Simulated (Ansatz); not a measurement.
Start from Bi₂Te₃ in the Bi2Te3 type structure (space group R-3m, No. 166; a = 4.395 Å, c = 31.384 Å (hexagonal axes)). Axes: x lies along a and z along c of the hexagonal cell.

Structures relaxed with r2SCAN+rVV10 (Ansatz, an electronic-structure program), no spin-orbit coupling.

Base:

Simulated powder pattern, Cu Kα1, λ = 1.54056 Å (kinematic, ideal powder, no thermal factors, no anomalous dispersion; the 8 strongest lines at most, above 2 %, up to 2θ = 90°):

```json
[
 {"2θ (°)": "27.38", "I/Imax (%)": "100", "hkl": "(015)"},
 {"2θ (°)": "37.10", "I/Imax (%)": "38", "hkl": "(1 0 10)"},
 {"2θ (°)": "41.04", "I/Imax (%)": "36", "hkl": "(110)"},
 {"2θ (°)": "50.05", "I/Imax (%)": "19", "hkl": "(205)"},
 {"2θ (°)": "56.51", "I/Imax (%)": "11", "hkl": "(0 2 10)"},
 {"2θ (°)": "61.11", "I/Imax (%)": "13", "hkl": "(1 1 15)"},
 {"2θ (°)": "66.65", "I/Imax (%)": "17", "hkl": "(125)"},
 {"2θ (°)": "72.18", "I/Imax (%)": "11", "hkl": "(2 1 10)"}
]
```

After one change:

Simulated powder pattern, Cu Kα1, λ = 1.54056 Å (kinematic, ideal powder, no thermal factors, no anomalous dispersion; the 8 strongest lines at most, above 2 %, up to 2θ = 90°):

| 2θ (°) | I/Imax (%) |
|---|---|
| 16.62 | 11 |
| 27.60 | 100 |
| 36.94 | 39 |
| 41.78 | 35 |
| 50.81 | 19 |
| 56.98 | 11 |
| 61.01 | 14 |
| 67.81 | 16 |

**Question.** Name the change that was made.
A. tensor shear ε_xy = −0.85 %
B. biaxial strain +0.66 %, plane normal [001], relaxed out of plane
C. isotropic strain +3.56 %
D. biaxial strain −1.69 %, plane normal [001], relaxed out of plane

**Answer.** D, biaxial strain −1.69 %, plane normal [001], relaxed out of plane. Its volume per atom is 34.47 Å³ against 34.99 Å³, and its space group is R-3m (No. 166).

Whether these cells are dynamically stable was not tested.
